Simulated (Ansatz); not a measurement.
Results of PBE-D3(BJ) (plane waves, PAW; Ansatz, an electronic-structure program) for fluorite PbF2 (high-temperature phase).

Input file:

Ansatz 0.2 input:
```yaml
crystal:
  lattice:
    - [0.0, 2.9206080618, 2.9206080618]
    - [2.9206080618, 0.0, 2.9206080618]
    - [2.9206080618, 2.9206080618, 0.0]
  atoms:
    - { symbol: Pb, position: [0.0, 0.0, 0.0] }
    - { symbol: F, position: [0.25, 0.25, 0.25] }
    - { symbol: F, position: [0.75, 0.75, 0.75] }
basis:
  ecutwfc: 520
  ecutrho_ratio: 4
  xc_grid: 2
kpoints:
  mp_grid: { grid: [10, 10, 10] }
hamiltonian:
  xc: pbe
  dispersion: d3bj
  pseudopotentials: { kind: paw }
scf:
  occupations: { method: fermi_dirac, width: 0.01 }
  convergence: { dr2_threshold: 0.0000000003 }
output:
  forces: true
  stress: true
  eigenvalues: true
```

Question: How many irreducible k-points, plane waves at Γ does the program set up, and what pressure does the run end with?

Answer: 47 irreducible k-points, 1363 plane waves at Γ; P = 5.02 GPa, so the cell is compressed on average and its volume would grow at this level.

The run printed, among other lines:

```
Crystal: 3 atoms, lattice volume = 49.825 Å³
Basis set: ecut = 520 eV, 1363 PW (Γ), exchange–correlation on 64×64×64 points (8 copies of the dense FFT grid, shifted against one another)
Bands: 18, of which v1, the nominal top of the filled ones, is band 14 counted from 1 (13 counted from 0)
Symmetry: 48 space group operations
Space group: Fm-3m (ITA 225), of the structure as read, at distance tolerance 3.7e-5 Å
k-points: 47 of 1000
Functional: x = pbe(κ = 0.804, μ = 0.2195149727645171), c = pbe(β = 0.06672455060314922)
SCF iter   1: F=—  HF=-13525.122855 eV  |F-HF|=—  |Δ(HF+E_count)|=         —  Δρ=1.05e-3  dr2=1.14e-4
SCF iter   2: F=—  HF=-13525.122836 eV  |F-HF|=—  |Δ(HF+E_count)|=   1.82e-5  Δρ=4.97e-4  dr2=4.30e-5
  ...
SCF iter   7: F=—  HF=-13525.122888 eV  |F-HF|=—  |Δ(HF+E_count)|=   1.60e-9  Δρ=1.69e-6  dr2=9.61e-10
SCF iter   8: F=-13525.122888 eV  HF=-13525.122888 eV  |F-HF|=5.46e-11  |Δ(HF+E_count)|=  3.27e-10  Δρ=4.44e-7  dr2=6.22e-11
SCF 1 converged in 8 iterations: F = -13525.122888 eV  dr2 = 6.22e-11
SCF converged after 8 iterations
Free energy (F): -13525.122888 eV
Internal energy: -13525.122888 eV  (E = F + TS)
E sigma→0 (E₀):  -13525.122888 eV
Fermi energy:    7.944220 eV
--- Forces (eV/Å), atoms counted from 1 ---
  atom   1  Pb    -0.00000000     0.00000000    -0.00000000
  atom   2  F      0.00000000     0.00000000     0.00000000
  atom   3  F      0.00000000    -0.00000000    -0.00000000
--- Stress (GPa, compression-positive) ---
        5.016738       0.000000       0.000000
       -0.000000       5.016738       0.000000
        0.000000      -0.000000       5.016738
  P = ⅓ Tr σ = 5.0167 GPa (50.167 kbar)
```

The cell is one volume of an energy–volume scan, off the minimum.
